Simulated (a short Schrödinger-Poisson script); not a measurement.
Structure: MOS inversion layer, Si3N4 on p-type Si(110), at 300 K.

From the gate side: 2 nm Si3N4; 1400 nm Si, acceptors 9.8e16 cm⁻³.

The device is made up for the run: typed textbook-type constants, with dimensions and the other settings drawn at random. Si3N4: permittivity 7.5, conduction-band edge (eV) 1.95, gap (eV) 5.1, electron mass (mₑ) 0.5. Si: permittivity 11.7, conduction-band edge (eV) 0, gap (eV) 1.124, Nv at 300 K (cm⁻³) 3.1e19.

Channel valleys (confinement mass, in-plane density-of-states mass, number): Δ4 0.315, 0.324, 4; Δ2 0.19, 0.417, 2. At the gate the conduction-band edge of layer 1 lies 2.55 eV − eVg above the Fermi level of the channel; the field vanishes at the back. Gaps are held at their typed values at every temperature. Mesh 0.03 nm at interfaces.

From a short Schrödinger-Poisson script (our own, NumPy): 1D Poisson equation in equilibrium, electrons quantum, Hartree (BenDaniel-Duke, 12 states a valley, the channel's in-plane mass for all, wave functions free to enter the dielectric), parabolic valleys, classical holes, full ionisation, no traps, pinning or gate leakage.

```csv
Vg (V),electrons (cm⁻²),C (μF/cm²),Δ4 E0 (meV from the Fermi level),Δ2 E0 (meV from the Fermi level)
0.5,5.54e9,0.128,215.5,225.5
0.55,3.16e10,0.256,170.2,180.4
0.6,1.42e11,0.651,131.1,141.6
0.65,4.08e11,1.14,103.1,114.2
0.7,8.12e11,1.48,84.6,96.4
0.75,1.31e12,1.70,71.5,84.0
0.8,1.86e12,1.86,61.6,74.9
0.85,2.46e12,1.97,53.6,67.7
0.9,3.09e12,2.06,47.0,61.8
0.95,3.74e12,2.13,41.3,56.7
1,4.41e12,2.19,36.3,52.4
1.05,5.11e12,2.24,31.8,48.5
1.1,5.81e12,2.29,27.7,45.1
1.15,6.53e12,2.33,24.0,41.9
1.2,7.27e12,2.36,20.6,39.0
1.25,8.01e12,2.39,17.4,36.3
1.3,8.76e12,2.42,14.4,33.8
1.35,9.52e12,2.45,11.6,31.5
```

Gate voltages with under 1e9 electrons/cm² are left out.

At Vg = 1.35 V the lowest Δ4 subband lies at 11.6 meV from the Fermi level. How many electrons does it hold, and what share of all?

The two-dimensional density of states is g m/(πħ²) = 5.41e11 cm⁻² meV⁻¹ (both spins), kT = 25.9 meV, so n = D kT ln(1 + exp(−E/kT)) = 6.91e12 cm⁻², 0.73 of the 9.52e12 cm⁻² in all.

Compare the slope of the sheet density between 1.25 and 1.35 V with the geometric capacitance of the layers between gate and channel.

q Δn/ΔV = 2.42 μF/cm²; ε0/Σ(t/ε) = 3.32 μF/cm². The ratio is 0.73: the channel acts as a further capacitance in series.
